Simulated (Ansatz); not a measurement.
## A computed series for ZnCu: response to strain

Base system: ZnCu in the CsCl type structure (space group Pm-3m, No. 221; a = 2.964 Å; relaxed with 0.1 eV smearing).

Strains are applied to the cell and any free atomic positions relax.

The values are results of PBE/PAW in Ansatz (a quantum-chemistry and plane-wave program), without spin-orbit coupling, not measurements.

Notes on the quantities. energy relative to the base: free energy F.

| case | pressure | energy relative to the base | volume per atom |
|---|---|---|---|
| base | 0.0 GPa | 0 meV/atom | 13.02 Å³ |
| isotropic strain −2.50 % | 10.5 GPa | [?] | 12.07 Å³ |
| isotropic strain −2.00 % | 8.1 GPa | +18 meV/atom | 12.26 Å³ |
| isotropic strain −1.00 % | 3.7 GPa | +4.4 meV/atom | 12.64 Å³ |
| isotropic strain −0.50 % | 1.8 GPa | +1.1 meV/atom | 12.83 Å³ |
| isotropic strain +0.50 % | -1.7 GPa | +1.0 meV/atom | 13.22 Å³ |
| isotropic strain +1.00 % | -3.2 GPa | +4.0 meV/atom | 13.42 Å³ |
| isotropic strain +1.50 % | -4.6 GPa | [?] | 13.62 Å³ |
| isotropic strain +2.00 % | -5.9 GPa | +15 meV/atom | 13.82 Å³ |
| isotropic strain +3.00 % | -8.1 GPa | +34 meV/atom | 14.23 Å³ |

Task: Some entries are withheld; estimate them.

Result: 
- isotropic strain −2.50 %, energy relative to the base: +29 meV/atom
- isotropic strain +1.50 %, energy relative to the base: +8.9 meV/atom

Whether these cells are dynamically stable was not tested. The final runs are not spin-polarised.
